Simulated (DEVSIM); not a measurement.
Device: Schottky contact on p-type Si, at 300 K.

Layer 1 from the left is Si, thickness (μm) 18.0, Na (cm⁻³) 4.2e16, τn (s) 6.6e-7, τp (s) 6.6e-7.

Left contact: Schottky, work function 4.524 eV, emission velocity 6.7e6 cm/s. Right contact: ohmic. Voltage is applied to the left contact. Recombination: SRH at mid-gap. Mobility is constant in doping.

This is a model device: material constants are rounded textbook-type values typed into the input, and sizes, dopings and lifetimes were drawn at random. Values at 300 K.

Si: gap (eV) 1.124, affinity (eV) 4.05, permittivity 11.7, Nc (cm⁻³) 2.86e19, Nv (cm⁻³) 3.1e19, μn (cm²/Vs) 1417, μp (cm²/Vs) 470.

Simulated with DEVSIM: 1D drift-diffusion, Boltzmann statistics, complete ionisation; no tunnelling, impact ionisation, image-force lowering or self-heating. Metal contacts follow the ideal Schottky-Mott rule: no Fermi-level pinning, no interface dipoles.

Dark forward current:

```
|V| (V)  |J| (A/cm²)
-------  -----------
0.05        0.001969
0.10         0.01539
0.15          0.1065
0.20          0.7142
0.25           4.435
0.30           20.75
0.35           59.45
0.40           115.9
0.45           182.4
0.50           254.4
0.55           329.9
0.60           407.6
0.65           487.0
0.70           567.5
0.75           648.9
0.80           731.1
0.85           813.8
0.90           897.0
0.95           980.5
1.00            1064
1.05            1149
1.10            1233
1.15            1318
1.20            1403
1.25            1488
1.30            1573
```

**Question.** Work out the local ideality factor n = ΔV / (kT/q · ln(J2/J1)) between the rows 0.15 and 0.20 V, 1.25 and 1.30 V.

**Answer.** kT/q = 25.85 mV. From 0.15 to 0.20 V: ln(0.7142/0.1065) = 1.903, n = 1.02, near the 1 of diffusion or emission over a barrier. From 1.25 to 1.30 V: ln(1573/1488) = 0.056, n = 34.82; the layers' resistance at their doping, Σ W/(qμN) = 0.00057 Ω cm², would take 48 mV of this step of 50 mV.

**Question.** Estimate the current at 0.20 V for emission alone, J0 = q v N_band exp(−φB/kT), and read the barrier back from the simulated current.

**Answer.** φB = 0.650 eV, N_band = 3.10e19 cm⁻³, J0 = 0.000400 A/cm²; J = J0 (exp(qV/kT) − 1) = 0.916 A/cm². The simulation gives 0.714 A/cm²; the estimate lies 28 % above. Read backwards, the simulated current gives an apparent barrier of 0.656 eV. The estimate leaves out transport through the depletion region and minority injection.
